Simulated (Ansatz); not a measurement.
Effect of biaxial strain −0.42 %, plane normal [111], relaxed out of plane on TlBr

Base system: TlBr in the CsCl type structure (space group Pm-3m, No. 221; a = 3.915 Å). Axes: x, y, z lie along the cube axes.

One thing is altered: biaxial strain −0.42 %, plane normal [111], relaxed out of plane (Cartesian); in-plane vectors clamped, the third vector and the atoms free.

Method: DFT with PBEsol, PAW potentials and a 420 eV plane-wave cutoff in Ansatz (an electronic-structure program), no spin-orbit coupling. Settings: 9×9×9 k-points, 0.05 eV Fermi–Dirac smearing.

The volume per atom falls by 0.127 Å³, from 29.99 Å³ to 29.87 Å³ and the space group changes from Pm-3m (No. 221) to R-3m (No. 166). The shortest interatomic distance shrinks by 0.011 Å (3.390 Å → 3.379 Å) and the energy is nearly the same. The pressure (mean of the normal stresses, compression positive) goes from zero to 0.11 GPa and the band gap falls by 0.013 eV (1.59 eV → 1.57 eV). The gap character is direct at L and the electron mass goes from 0.14 mₑ along k, 0.20 mₑ across (at X) to 0.13 mₑ along k, 0.20 mₑ across (at X). The valley order (the lowest conduction-band minima on the path, energy above the VBM, named in the base's zone) changes from X along ⟨100⟩ 1.59 eV; R along ⟨111⟩ 1.81 eV to X along [010] 1.57 eV; R along [111] 1.76 eV and the out-of-plane strain amounts to +0.42 %. The mean in-plane stress (compression positive) is +0.2 GPa.

Spin-orbit coupling, missing from the scalar runs, can matter with Tl. Masses are band curvatures over ±0.01 Å⁻¹ around the edge. Along k means along the line from Γ to the band edge. Whether these cells are dynamically stable was not tested. k-point labels follow each cell's own Brillouin zone.
